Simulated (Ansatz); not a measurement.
## Phonons of CsGeBr3 (cubic perovskite, Pm-3m) at temperature

Method: the stochastic self-consistent harmonic approximation in a 2×2×2 supercell, Ansatz (a quantum-chemistry and plane-wave program), PBEsol functional, plane-wave PAW. The cell was generated from a structure type, relaxed within its symmetry, and need not be the phase found at ambient conditions. The cell is fixed at its relaxed static size. Melting and transitions to other phases are not modelled. Frequencies in cm⁻¹ at q = (0.00, 0.00, 0.00) (fractions of the primitive reciprocal vectors), each column in ascending order, rows equal in every column written once; i marks an imaginary mode. The auxiliary (Gaussian) frequencies are positive by construction; the free-energy Hessian decides stability. At Γ the LO-TO splitting is left out.

```
harmonic  Gaussian 300 K  Hessian 300 K  Gaussian 600 K  Hessian 600 K
--------  --------------  -------------  --------------  -------------
89i                   49             46              52             48
36                    54             49              59             53
41                    64             56              73             65
43                    77             70              93             79
```

The pressure at 300 K in this cell is 1.07 ± 0.02 GPa, the pressure at 600 K in this cell comes out as 1.58 ± 0.02 GPa and the pressure near 300 K by path-integral sampling of the fitted surface is 1.30 GPa. The pressure near 600 K by path-integral sampling of the fitted surface is 1.87 GPa and the static pressure is 0.24 GPa.

Over all wave vectors of the supercell the softest harmonic mode is 89i cm⁻¹ at q = (0.00, 0.00, 0.00); the softest of the Hessian is 22 cm⁻¹ at q = (0.00, 0.50, 0.50) at 300 K (error 1; the run's verdict: stable), 25 cm⁻¹ at q = (0.00, 0.50, 0.50) at 600 K (error under 1; the run's verdict: stable). A stable verdict is local, and a supercell this small can stiffen soft modes, so the symmetric phase can look stable where the real crystal is distorted.
